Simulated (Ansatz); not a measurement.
End structure of a constructed model of the (0001) surface of hcp Ru, a pseudomorphic layer of Ir in the other hollow (bottom of the slab: a bare face, its two planes held):

```yaml
crystal:
  lattice:
    - [2.72140, 0.00000, 0.00000]
    - [-1.36070, 2.35680, 0.00000]
    - [0.00000, 0.00000, 29.50000]
  atoms:
    - { symbol: Ru, position: [0.66667, 0.33333, 0.27497] }
    - { symbol: Ru, position: [0.33333, 0.66667, 0.34774] }
    - { symbol: Ru, position: [0.66667, 0.33333, 0.41994] }
    - { symbol: Ru, position: [0.33333, 0.66667, 0.49322] }
    - { symbol: Ru, position: [0.66667, 0.33333, 0.56592] }
    - { symbol: Ru, position: [0.33333, 0.66667, 0.63856] }
    - { symbol: Ir, position: [0.00000, 0.00000, 0.71236] }
```

Model: 7-atom slab, 13.3 Å thick at the start with caps and adatoms (thin: gaps and levels are the slab's own), 16x16x1 mesh, Fermi-Dirac 0.1 eV, dipole correction, 2 atoms held, the rest relaxed; symmetry of the start imposed; no spin, no spin-orbit, no U. In PBE it lies 0.09 eV a 1x1 cell over the lowest computed structure of the same composition (a pseudomorphic layer of Ir in the host's stacking).

Q: What is the computed work function of the top face (Ansatz (an electronic-structure program) with PBE)?

A: 5.31 eV
